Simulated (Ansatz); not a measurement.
# A self-consistent single point of Rb₂YInCl₆ (Fm-3m, 10 atoms in the cell) with Ansatz

Method: PBEsol, default PAW files made with PBE (plane waves; Ansatz, an electronic-structure program).

Input as run:

Ansatz 0.2 input:
```yaml
crystal:
  lattice:
    - [0.000000, 5.405633, 5.405633]
    - [5.405633, 0.000000, 5.405633]
    - [5.405633, 5.405633, 0.000000]
  atoms:
    - { symbol: Rb, position_ang: [2.702816, 2.702816, 2.702816] }
    - { symbol: Rb, position_ang: [8.108449, 8.108449, 8.108449] }
    - { symbol: In, position_ang: [5.405633, 5.405633, 5.405633] }
    - { symbol: Y, position_ang: [0.000000, 0.000000, 0.000000] }
    - { symbol: Cl, position_ang: [2.712547, 5.405633, 5.405633] }
    - { symbol: Cl, position_ang: [8.098719, 5.405633, 5.405633] }
    - { symbol: Cl, position_ang: [5.405633, 2.712547, 5.405633] }
    - { symbol: Cl, position_ang: [5.405633, 8.098719, 5.405633] }
    - { symbol: Cl, position_ang: [5.405633, 5.405633, 2.712547] }
    - { symbol: Cl, position_ang: [5.405633, 5.405633, 8.098719] }
kpoints:
  mp_grid:
    grid: [5, 5, 5]
hamiltonian:
  xc: pbesol
  pseudopotentials:
    kind: paw
scf:
  occupations:
    method: fermi_dirac
    width: 0.1 eV
output:
  forces: true
  eigenvalues: true
  stress: true
```

Log, with long lists cut:

```
WARN the atoms were moved onto the symmetric positions of the space group found under crystal.symmetry.tolerance 1.0e-5 (fractional …
WARN basis.ecutwfc = 420 eV, the default
WARN ansatz: RAYON_NUM_THREADS=1 ignored (pool sized by the plan → 1); use --threads N
Pseudopotentials: kind: paw
Pseudopotential: Rb, paw, valence charge 9
Pseudopotential: In, paw, valence charge 13
Pseudopotential: Y, paw, valence charge 11
Pseudopotential: Cl, paw, valence charge 7
Crystal: 10 atoms, lattice volume = 315.915 Å³
Basis set: ecut = 420 eV, 6183 PW (Γ), exchange–correlation on 108×108×108 points (8 copies of the dense FFT grid, shifted against one another)
Bands: 52, of which v1, the nominal top of the filled ones, is band 42 counted from 1 (41 counted from 0)
Symmetry: 48 space group operations
Space group: Fm-3m (ITA 225), of the structure as read, at distance tolerance 6.8e-5 Å
k-points: 10 of 125
PAW frozen core: Rb, regenerated for the run's functional, and the local potential with it
PAW frozen core: In, regenerated for the run's functional, and the local potential with it
PAW frozen core: Y, regenerated for the run's functional, and the local potential with it
PAW frozen core: Cl, regenerated for the run's functional, and the local potential with it
Initial density: superposition of atomic densities (neutral atoms: chi_scale 0, normalization atom), corrected by the library's trained network
Initial wavefunctions: pseudopotential atomic-orbital guess
Eigensolver: davidson
Functional: x = pbesol(κ = 0.804, μ = 0.12345679012345678), c = pbesol(β = 0.046)
SCF iter   1: F=—  HF=-22136.738265 eV  |F-HF|=—  |Δ(HF+E_count)|=         —  Δρ=3.51e-3  dr2=7.14e-2  ethr=1.77e-3  ⟨swp⟩=10.5  Hψ=2262  notcnv=0
all-band conjugate gradients solve this SCF's bands
preconditioner: auto → Resta (q_TF=auto, 2.188 Å⁻¹)
SCF iter   2: F=—  HF=-22136.721921 eV  |F-HF|=—  |Δ(HF+E_count)|=   1.63e-2  Δρ=1.62e-3  dr2=1.11e-2  ethr=8.50e-5  ⟨swp⟩=2.1  Hψ=802  notcnv=0
SCF iter   3: F=—  HF=-22136.718994 eV  |F-HF|=—  |Δ(HF+E_count)|=   2.93e-3  Δρ=3.89e-4  dr2=4.23e-4  ethr=1.33e-5  ⟨swp⟩=2.1  Hψ=938  notcnv=0
SCF iter   4: F=—  HF=-22136.719057 eV  |F-HF|=—  |Δ(HF+E_count)|=   6.35e-5  Δρ=1.19e-4  dr2=5.84e-5  ethr=5.03e-7  ⟨swp⟩=2.0  Hψ=673  notcnv=0
SCF iter   5: F=—  HF=-22136.718959 eV  |F-HF|=—  |Δ(HF+E_count)|=   9.78e-5  Δρ=2.95e-5  dr2=4.00e-6  ethr=6.95e-8  ⟨swp⟩=2.0  Hψ=712  notcnv=0  defer=1
SCF iter   6: F=—  HF=-22136.718961 eV  |F-HF|=—  |Δ(HF+E_count)|=   2.09e-6  Δρ=8.08e-6  dr2=5.19e-7  ethr=4.76e-9  ⟨swp⟩=2.0  Hψ=912  notcnv=0  defer=1
SCF iter   7: F=-22136.718962 eV  HF=-22136.718962 eV  |F-HF|=1.11e-8  |Δ(HF+E_count)|=   3.03e-7  Δρ=1.94e-6  dr2=1.92e-8  ethr=1.19e-10  ⟨swp⟩=10.4  Hψ=2402  notcnv=0
SCF 1 converged in 7 iterations: F = -22136.718962 eV  dr2 = 1.92e-8
SCF converged after 7 iterations
Free energy (F): -22136.718962 eV
Harris-Foulkes:  -22136.718962 eV  (|F-HF|=1.11e-8)
Internal energy: -22136.718197 eV  (E = F + TS)
E sigma→0 (E₀):  -22136.718579 eV
Entropy (-TS):   -0.000765 eV (-0.076 meV/atom)
Fermi energy:    5.919751 eV
--- Per-component energies (eV) ---
  E_band       = -545.080127
  E_kinetic    = 1896.671009
  E_local      = -5135.705821  (includes V_loc(G=0)·N_el)
  E_nonlocal   = 941.122322
  E_hartree    = 1730.966411
  E_xc         = -1283.177887
  E_vxc        = -1302.736800  (∫ρ·V_xc dr)
  E_paw        = -15839.841672  (= ΣΔE_a)
  E_vpaw       = -406.365366  (= ΣTr[D̂ρ^β])
  E_aug_tail   = 0.000592  (compensation charges beyond the density's cutoff)
  E_ewald      = -4447.855760
  E_core_change = 1.102609  (= ΣΔE_core)
  E_smearing   = -0.000765  (= −TS)
  E_closure    = 0.000000  (closes the sum)
  Σ components = -22136.718962   (vs F -22136.718962, Δ=0.00e0)
--- Forces (eV/Å), atoms counted from 1 ---
  atom   1  Rb    -0.00000000     0.00000000     0.00000000
  atom   2  Rb     0.00000000     0.00000000    -0.00000000
  atom   3  In     0.00000000    -0.00000000     0.00000000
  atom   4  Y      0.00000000    -0.00000000     0.00000000
  atom   5  Cl    -1.59961100     0.00000000    -0.00000000
  atom   6  Cl     1.59961100    -0.00000000     0.00000000
  atom   7  Cl    -0.00000000    -1.59961100    -0.00000000
  atom   8  Cl     0.00000000     1.59961100     0.00000000
  atom   9  Cl    -0.00000000     0.00000000    -1.59961100
  atom  10  Cl     0.00000000     0.00000000     1.59961100
  max |Σ_I F_I| component: 4.44e-16 eV/Å
--- Stress (GPa, compression-positive) ---
        1.004900       0.000000      -0.000000
       -0.000000       1.004900      -0.000000
        0.000000      -0.000000       1.004900
  P = ⅓ Tr σ = 1.0049 GPa (10.049 kbar)
  The stress holds the Pulay correction. Without it, at fixed plane waves, as pw.x and ABINIT print it: P = 0.9989 GPa
--- Band table (eV; the first three rows and the last of 10) ---
  k-point 0: bands = ["-38.6811", "-22.7259", "-22.7243", "-18.7222", "-18.7222", "-18.7222", "-11.1472", "-10.8451", "-10.8451", "-10.7150", "-10.7150", "-10.7150", "-8.5882", "-8.5882", "-8.5882", "-8.5079", "-8.5079", "-6.8201", "-6.8201", [...]
  k-point 1: bands = ["-38.6811", "-22.7258", "-22.7245", "-18.7223", "-18.7222", "-18.7222", "-11.1110", "-10.8341", "-10.8341", "-10.7618", "-10.7290", "-10.7290", "-8.5882", "-8.5882", "-8.5881", "-8.5043", "-8.5043", "-6.8154", "-6.8154", [...]
  k-point 2: bands = ["-38.6811", "-22.7253", "-22.7249", "-18.7224", "-18.7222", "-18.7222", "-11.0122", "-10.8775", "-10.8043", "-10.8043", "-10.7639", "-10.7639", "-8.5880", "-8.5880", "-8.5878", "-8.4985", "-8.4985", "-6.8054", "-6.8054", [...]
  k-point 9: bands = ["-38.6811", "-22.7252", "-22.7250", "-18.7223", "-18.7223", "-18.7223", "-11.0111", "-10.9489", "-10.8168", "-10.7790", "-10.7394", "-10.7233", "-8.5879", "-8.5879", "-8.5878", "-8.5209", "-8.5012", "-6.7984", "-6.7949", [...]
```

The run converged in 7 iterations.

The starting cell was generated: these elements placed on a structure prototype, without a prior relaxation; it need not be a known phase or ordering of this composition. Forces in this geometry exceed 1 eV/Å. Ansatz's pressure includes its estimate of the finite-basis (Pulay) stress.
